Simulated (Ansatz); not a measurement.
Consider interstitial O in alpha quartz, neutral cell. The step: a concerted move, in which O travels most; the atom moves 1.22 Å along (0.05, -0.04, -0.21) of the unit cell; the moving atom starts with neighbours O at 1.48; Si at 1.67 Å and ends with O at 1.48; Si at 1.67 Å. DFT values are from Ansatz (plane-wave PAW, 420 eV unless said) in a cell of 72 host sites, spin-restricted, static, with no finite-size correction. The charge state is imposed; whether it is stable for some Fermi level was not computed. Sites that were not tried may lie lower. For the PBE band: the saddle point's order was not checked, and it lies on a symmetry element of the cell, where a band can be held.

```csv
Level,Forward barrier (eV),Cost of the band or of the saddle's single point
"PBE, the Γ point alone, band relaxed",1.18,about 14 core-minutes (a rough figure)
"PBE, a 2×2×2 k-point mesh shifted by half a step along c, same geometries",1.18,around 120 core-seconds (rough)
"r2SCAN at 500 eV, the Γ point alone, same geometries",1.37,about 50 core-seconds (a rough figure)
"HSE06, Γ point alone, same geometries",1.75,very roughly 3 core-minutes
```

Ansatz is a quantum-chemistry and plane-wave program.
